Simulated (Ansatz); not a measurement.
Results of PBEsol (Ansatz, a program for electronic structure, PAW) for MgCO₃ (R-3c, No. 167).

Numerical settings: plane-wave cutoff 520 eV, 10×10×10 k mesh, scalar-relativistic PAW data made under PBE.

Cell (relaxed at this level):

```yaml
crystal:
  lattice:
    - [2.32429, 1.34193, 4.97745]
    - [-2.32429, 1.34193, 4.97745]
    - [0.00000, -2.68386, 4.97745]
  atoms:
    - { symbol: Mg, position: [0.00000, 0.00000, 0.00000] }
    - { symbol: Mg, position: [0.50000, 0.50000, 0.50000] }
    - { symbol: C, position: [0.75000, 0.75000, 0.75000] }
    - { symbol: C, position: [0.25000, 0.25000, 0.25000] }
    - { symbol: O, position: [0.75000, 0.02717, 0.47283] }
    - { symbol: O, position: [0.52717, 0.25000, 0.97283] }
    - { symbol: O, position: [0.02717, 0.47283, 0.75000] }
    - { symbol: O, position: [0.25000, 0.97283, 0.52717] }
    - { symbol: O, position: [0.47283, 0.75000, 0.02717] }
    - { symbol: O, position: [0.97283, 0.52717, 0.25000] }
```

Q: Estimate the Voigt–Reuss–Hill bulk modulus, polycrystal shear modulus (Hill average), Young modulus and Poisson ratio that the calculation returns.

A: 
* **Voigt–Reuss–Hill bulk modulus**: 111 GPa
* **polycrystal shear modulus (Hill average)**: 65.8 GPa
* **Young modulus**: 165 GPa
* **Poisson ratio**: 0.252

Elastic constants are with the ions relaxed.

Cost on a shared machine: very roughly 60 core-minutes.
